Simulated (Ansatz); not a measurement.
HfC (model structure, started from the WC type, P-6m2, No. 187, 2 atoms in the cell)

Method: r²SCAN+rVV10 in Ansatz (PAW).

Run with plane-wave cutoff 560 eV, 24×24×18 k mesh (along the axes of the cell as run), Fermi–Dirac smearing 0.05 eV, scalar-relativistic PAW data made under PBE.

Cell (relaxed at this level):

```yaml
crystal:
  lattice:
    - [3.21754, 0.00000, 0.00000]
    - [-1.60877, 2.78647, 0.00000]
    - [0.00000, 0.00000, 2.89691]
  atoms:
    - { symbol: Hf, position: [0.00000, 0.00000, 0.00000] }
    - { symbol: C, position: [0.66667, 0.33333, 0.50000] }
```

```
Property          Value
--------  -------------
band gap  zero (no gap)
```

Note: the relaxation could raise the start's symmetry but not lower it, so the cell can be a saddle point.

Spin–orbit coupling is not included; it can open a gap where bands touch, and shift volumes and moduli.

Static lattice: no zero-point or thermal effects.

A model structure was made by putting elements into a prototype or built by hand; it is no filed structure, need not be a known phase, and can be a saddle point held by its symmetry.

Ansatz is a program for electronic structure.
